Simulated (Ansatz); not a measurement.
**How far PBE and r2SCAN part for hypothetical zinc blende NaI, Na → Cs**

The parent structure is NaI in the zinc blende structure (space group F-43m, No. 216; a = 7.163 Å; a hypothetical phase, not in the database extracts checked).

(Cell as relaxed with PBE.)

Levels (all Ansatz, an electronic-structure program, PAW): PBE (420 eV, spin-orbit coupling left out); r2SCAN (500 eV, no spin-orbit coupling).

Each level relaxes its own structure.

```
base                      PBE    r2SCAN
-------------------  --------  --------
volume per atom      45.95 Å³  44.51 Å³
lattice parameter a   7.163 Å   7.088 Å
band gap              3.77 eV   4.42 eV
```

Modification: every Na is replaced by Cs; the structure is relaxed again.

| quantity | PBE | r2SCAN |
|---|---|---|
| volume per atom | 83.45 Å³ | (withheld) |
| shift of the gap caused by the change | -0.05 eV | (withheld) |
| gap character | indirect, W → Γ | (withheld) |

**Question.** Given the PBE results, estimate those of r2SCAN.

**Answer.** 
- volume per atom, r2SCAN: 82.99 Å³
- shift of the gap caused by the change, r2SCAN: -0.13 eV
- gap character, r2SCAN: indirect, W → Γ

PBE's volume per atom lies 0.46 Å³ above r2SCAN's (0.6 %); PBE's shift of the gap caused by the change lies 0.08 eV above r2SCAN's; the two agree on the gap character. Neither level is exact; r2SCAN is the comparison here, not a measurement.

Spin-orbit coupling, missing from the scalar runs, can matter with I. Whether these cells are dynamically stable was not tested. As relaxed here, CsI is a hypothetical phase, not in the database extracts checked.
